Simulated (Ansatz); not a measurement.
Density of states of SrO (Fm-3m) below the valence band maximum, PBE, rigid bands in Ansatz (a program for electronic structure); cell volume 33.6 Å³.

```json
[
 {"energy from edge (eV)": "0.006", "10⁻³ states/eV/cell": "144"},
 {"energy from edge (eV)": "0.031", "10⁻³ states/eV/cell": "358"},
 {"energy from edge (eV)": "0.056", "10⁻³ states/eV/cell": "520"},
 {"energy from edge (eV)": "0.081", "10⁻³ states/eV/cell": "1120"},
 {"energy from edge (eV)": "0.106", "10⁻³ states/eV/cell": "1760"},
 {"energy from edge (eV)": "0.131", "10⁻³ states/eV/cell": "2720"},
 {"energy from edge (eV)": "0.156", "10⁻³ states/eV/cell": "3090"},
 {"energy from edge (eV)": "0.181", "10⁻³ states/eV/cell": "3160"},
 {"energy from edge (eV)": "0.206", "10⁻³ states/eV/cell": "3270"},
 {"energy from edge (eV)": "0.231", "10⁻³ states/eV/cell": "3360"},
 {"energy from edge (eV)": "0.256", "10⁻³ states/eV/cell": "3480"},
 {"energy from edge (eV)": "0.281", "10⁻³ states/eV/cell": "3630"},
 {"energy from edge (eV)": "0.319", "10⁻³ states/eV/cell": "3880"},
 {"energy from edge (eV)": "0.344", "10⁻³ states/eV/cell": "4110"},
 {"energy from edge (eV)": "0.369", "10⁻³ states/eV/cell": "4410"},
 {"energy from edge (eV)": "0.394", "10⁻³ states/eV/cell": "5540"},
 {"energy from edge (eV)": "0.419", "10⁻³ states/eV/cell": "7970"},
 {"energy from edge (eV)": "0.444", "10⁻³ states/eV/cell": "8330"},
 {"energy from edge (eV)": "0.469", "10⁻³ states/eV/cell": "6330"},
 {"energy from edge (eV)": "0.494", "10⁻³ states/eV/cell": "5610"},
 {"energy from edge (eV)": "0.519", "10⁻³ states/eV/cell": "5190"},
 {"energy from edge (eV)": "0.544", "10⁻³ states/eV/cell": "4940"},
 {"energy from edge (eV)": "0.569", "10⁻³ states/eV/cell": "4740"},
 {"energy from edge (eV)": "0.594", "10⁻³ states/eV/cell": "4590"}
]
```

Problem. What effective density of states at 300 K does this give (∫ g(E) exp(−E/k_BT) dE, both spins, divided by the cell's size)?

Solution. 2.7e20 cm⁻³, a density-of-states mass of 4.8 mₑ, valleys and band degeneracy included.

Spin-orbit coupling is left out; where it splits the top of the valence band, N_v and the p-type Seebeck coefficient come out somewhat high without it. Geometry: cell and atoms relaxed with PBEsol.
